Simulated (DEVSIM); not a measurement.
Device: double heterostructure, Ge between p- and n-type Si, at 350 K.

Layer 1 from the left is Si, thickness (μm) 0.260, Na (cm⁻³) 1.8e17, τn (s) 1.3e-6, τp (s) 1.3e-6. Layer 2 from the left is Ge, thickness (μm) 0.190, Nd (cm⁻³) 2.4e14, τn (s) 1.3e-6, τp (s) 1.3e-6. Layer 3 from the left is Si, thickness (μm) 0.210, Nd (cm⁻³) 8.9e17, τn (s) 1.3e-6, τp (s) 1.3e-6.

Left contact: ohmic. Right contact: ohmic. Voltage is applied to the left contact. Recombination: SRH at mid-gap, radiative, Auger. Mobility is constant in doping.

The device is made up for the run: typed textbook-type constants, with dimensions and the other settings drawn at random. Values at 300 K; Nc and Nv go as T^1.5, mobilities as T to minus their exponent, the gap by Varshni's rule with the affinity fixed.

Si: gap (eV) 1.124, affinity (eV) 4.05, permittivity 11.7, Nc (cm⁻³) 2.86e19, Nv (cm⁻³) 3.1e19, μn (cm²/Vs) 1417, μp (cm²/Vs) 470, T exponent of μn 2.3, T exponent of μp 2.2, B (cm³/s) 4.7e-15, Cn (cm⁶/s) 2.8e-31, Cp (cm⁶/s) 9.9e-32, Varshni α (eV/K) 0.000473, Varshni β (K) 636. Ge: gap (eV) 0.664, affinity (eV) 4, permittivity 16, Nc (cm⁻³) 1.04e19, Nv (cm⁻³) 6e18, μn (cm²/Vs) 3900, μp (cm²/Vs) 1900, T exponent of μn 1.66, T exponent of μp 2.33, B (cm³/s) 6.4e-14, Cn (cm⁶/s) 1e-31, Cp (cm⁶/s) 1e-31, Varshni α (eV/K) 0.000477, Varshni β (K) 235.

Simulated with DEVSIM: 1D drift-diffusion, Boltzmann statistics, complete ionisation; no tunnelling, impact ionisation, image-force lowering or self-heating. Band offsets follow the typed affinities; no thermionic-emission limit at abrupt steps, no polarisation charge.

Task: What does the simulation give for the potential step across the device at zero bias, the dark forward voltage at 1 A/cm², the dark forward voltage at 100 A/cm²?

Result: potential step across the device at zero bias 0.837 V; dark forward voltage at 1 A/cm² 0.447 V; dark forward voltage at 100 A/cm² 0.597 V.
